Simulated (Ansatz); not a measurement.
Base system: Ti₃Al (space group P6_3/mmc, No. 194; a = 5.747 Å, c = 4.632 Å). Axes: x lies along a and z along c of the hexagonal cell.

Method: r2SCAN (Ansatz, an electronic-structure program), no spin-orbit coupling, earlier PAW set.

Strains are applied to the cell and any free atomic positions relax; under biaxial strain the out-of-plane vector relaxes too.

One change was made to it. Results:

The pressure (mean of the normal stresses, compression positive) goes from zero to 0.5 GPa; the energy hardly moves.

Task: What was done to the base?
(A) isotropic strain +1.40 %
(B) uniaxial strain ε_xx = −0.43 %
(C) biaxial strain −1.70 %, plane normal [001], relaxed out of plane

Result: B, uniaxial strain ε_xx = −0.43 %. For comparison, the energy relative to the base in the other runs: biaxial strain −1.70 %, plane normal [001], relaxed out of plane gives +8.0 meV/atom; isotropic strain +1.40 % gives +11 meV/atom.

No phonon test of stability was made. The final runs are not spin-polarised.
